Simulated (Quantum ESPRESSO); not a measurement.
Troubleshooting Quantum ESPRESSO: a failed run on FeCl3 (P1, 8 atoms in the cell). The aim is a self-consistent single point with DFT, LDA (PZ), plane waves, GBRV 1.5 ultrasoft (LDA) pseudopotentials.

Input as run:

```fortran
&CONTROL
    calculation = 'scf',
    prefix = 'scf',
    outdir = './tmp/',
    pseudo_dir = './',
    tprnfor = .true.,
    tstress = .true.,
/
&SYSTEM
    ibrav = 0,
    nat = 9,
    ntyp = 2,
    ecutwfc = 50,
    ecutrho = 400,
    occupations = 'smearing',
    smearing = 'fermi-dirac',
    degauss = 0.000734986,
    nspin = 2,
    starting_magnetization(1) = 0.250,
/
&ELECTRONS
    conv_thr = 1.0d-10,
    mixing_beta = 0.4,
/
ATOMIC_SPECIES
Fe    55.8450  fe_lda_v1.5.uspp.F.UPF
Cl    35.4500  cl_lda_v1.4.uspp.F.UPF
CELL_PARAMETERS {angstrom}
   3.75502000     0.00000000     0.00000000
  -1.67360700     7.40486600     0.00000000
  -0.63285300    -0.94162500     8.80454500
ATOMIC_POSITIONS {crystal}
Fe    0.41735000    0.49325000    0.14095000
Fe    0.61490000    0.78954000    0.66061000
Cl    0.17834000    0.23152000    0.20489000
Cl    0.67532000    0.99339000    0.50979000
Cl    0.01191000    0.67188000    0.21451000
Cl    0.42699000    0.45787000    0.89978000
Cl    0.16314000    0.84731000    0.81478000
Cl    0.53091000    0.52399000    0.53676000
K_POINTS {automatic}
4 2 2  0 0 0
```

Output (repeated stretches shortened):

```
     This program is part of the open-source Quantum ESPRESSO suite
     for quantum simulation of materials; please cite

 %%%%%%%%%%%%%%%%%%%%%%%%%%%%%%%%%%%%%%%%%%%%%%%%%%%%%%%%%%%%%%%%%%%%%%%%%%%%%%
     Error in routine read_cards (9):
     wrong number of columns in ATOMIC_POSITIONS
 %%%%%%%%%%%%%%%%%%%%%%%%%%%%%%%%%%%%%%%%%%%%%%%%%%%%%%%%%%%%%%%%%%%%%%%%%%%%%%

     stopping ...
```

### Question
Read the log: what does the program object to, and what is the fix?

### Answer
The fault is an atom count that does not match the list of atoms; here the program stops on it instead of giving results. To fix it, make the count match the list. The program stopped before any SCF iteration.

An input that runs soundly differs in these lines (not the only fix; some lines may just follow from the change or write a value another way):
```diff
-    nat = 9,
+    nat = 8,
```

With that input, the run converged in 16 iterations: free energy E − TS -9532.6813 eV; top of the valence band (on the code's own zero) 0.61 eV; gap on the k-point mesh 0.55 eV; pressure -2.49 GPa; largest force (vector length) 0.636 eV/Å (DFT, LDA (PZ), plane waves, GBRV 1.5 ultrasoft (LDA) pseudopotentials).

On the sound input: the starting cell comes from a database of computed structures (which also holds hypothetical and non-ambient phases and stackings), without a prior relaxation at this level. The magnetic order is the one reached from the typed start; others were not searched systematically.
